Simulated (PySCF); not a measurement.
PySCF 2.14.0, unrestricted PBE/def2-svp, df: Ni(Cl)(OMe) (C[O][Ni][Cl]), charge 0, multiplicity 3, 7 atoms. The geometry is a generated start, not checked to be a minimum at this level.

```json
{
  "task": "energy",
  "method": "pbe",
  "basis": "def2-svp",
  "two_electron_scheme": "density fitting",
  "mol.max_memory": "16000 MB",
  "mf.max_cycle": "100",
  "mf.conv_tol": "1e-09 (default)",
  "mf.grids.level": "3 (default)",
  "basis_functions": "92",
  "grid_points": "97144"
}
```

Machine: one whole node, Arm Neoverse V2, 96 cores on 1 socket, no SMT, 1 L3 cache group.

Each time is the median wall time of two to five repeats, run one at a time on the otherwise empty machine; start-up is included. Processes are pinned to neighbouring cores unless said otherwise. Build: PyPI wheel: OpenMP (GNU), a bundled serial OpenBLAS 0.3.3 under its C layer, NumPy's threaded OpenBLAS held to generic ARMv8 kernels, libcint, Libxc. Other compilers and libraries give other times. Scratch files lie in a memory file system.

All on 16 threads, 1 BLAS thread. Base settings, kept where nothing else is said: mf.init_guess = minao (default), mf.DIIS = CDIIS (default), mf.diis_space = 8 (default), mf.level_shift = 0 (default), mf.damp = 0 (default), mf.diis_start_cycle = 1 (default), mf.diis = true (default), newton = off (default). The settings tried:
- mf.init_guess = huckel
- mf.DIIS = EDIIS
- mf.diis_space = 16
- mf.init_guess = atom
- mf.damp = 0.7, mf.diis_start_cycle = 999, mf.diis = false
- the base settings
- mf.DIIS = ADIIS
- mf.level_shift = 0.2 Hartree
- mf.init_guess = 1e
- mf.level_shift = 0.5 Hartree
- newton = Hessian by the SCF's own integrals
- mf.init_guess = sap
- mf.damp = 0.5, mf.diis_start_cycle = 5
- mf.diis_space = 4

**Question.** Which of them ends in the fewest Fock builds (products with the orbital Hessian counted alike), and which in the least time?

**Answer.** Fewest Fock builds (products with the orbital Hessian counted alike), with those close behind: mf.init_guess = 1e (31); the base settings (32); mf.init_guess = atom (32); mf.init_guess = huckel (33). Shortest time: mf.init_guess = 1e, 4.2 s; level within 8 % or the scatter of repeats: the base settings; mf.init_guess = atom; mf.init_guess = huckel. No convergence: mf.init_guess = sap (without SCF convergence in 100 cycles); mf.DIIS = EDIIS (without SCF convergence in 100 cycles); mf.level_shift = 0.5 Hartree (without SCF convergence in 100 cycles); mf.damp = 0.7, mf.diis_start_cycle = 999, mf.diis = false (without SCF convergence in 100 cycles).

| setting | Fock builds (products with the orbital Hessian counted alike) | SCF cycles | wall time |
|---|---|---|---|
| mf.init_guess = 1e | 31 | 29 | 4.2 s |
| the base settings | 32 | 30 | 4.3 s |
| mf.init_guess = atom | 32 | 30 | 4.3 s |
| mf.init_guess = huckel | 33 | 31 | 4.4 s |
| mf.damp = 0.5, mf.diis_start_cycle = 5 | 36 | 34 | 4.8 s |
| mf.diis_space = 16 | 39 | 37 | 5.2 s |
| mf.diis_space = 4 | 45 | 43 | 5.8 s |
| mf.DIIS = ADIIS | 64 | 62 | 8.7 s |
| mf.level_shift = 0.2 Hartree | 85 | 83 | 11 s |
| newton = Hessian by the SCF's own integrals | 200 | — | 21 s |
| mf.init_guess = sap | 101 | 100 | not converged |
| mf.damp = 0.7, mf.diis_start_cycle = 999, mf.diis = false | 101 | 100 | not converged |
| mf.level_shift = 0.5 Hartree | 101 | 100 | not converged |
| mf.DIIS = EDIIS | 101 | 100 | not converged |

6 planned settings were not run, for want of time.
